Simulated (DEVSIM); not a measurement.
Device: Au/SiO2/p-Si capacitor, at 300 K.

```tsv
layer (left to right)	material	thickness (nm)	Na (cm⁻³)
1	SiO2	3.50	-
2	Si	700	6.7e17
```

Metal gate on the left, work function 5.1 eV. Fixed charge at the semiconductor interface 8.3e10 cm⁻² (in units of +e); no interface traps.

This is a model device: material constants are rounded textbook-type values typed into the input, and sizes, dopings and lifetimes were drawn at random. Values at 300 K.

```tsv
parameter	SiO2	Si
gap (eV)	9	1.124
affinity (eV)	0.9	4.05
permittivity	3.9	11.7
Nc (cm⁻³)	-	2.86e19
Nv (cm⁻³)	-	3.1e19
```

Simulated with DEVSIM: 1D Poisson equation in equilibrium, Boltzmann statistics, complete ionisation; no quantum confinement or tunnelling. Metal contacts follow the ideal Schottky-Mott rule: no Fermi-level pinning, no interface dipoles.

Task: Give the band bending (positive: bands bend down) and minority sheet density.

Result: 
```
Vg (V)  ψs (V)  minority carriers (cm⁻²)
------  ------  ------------------------
-0.5    -0.091                     < 1e8
-0.2    -0.051                     < 1e8
0.1      0.032                     < 1e8
0.4      0.193                     < 1e8
0.7      0.398                     < 1e8
1        0.621                     < 1e8
1.3      0.854                     2.5e9
1.6      1.004                    7.0e11
```
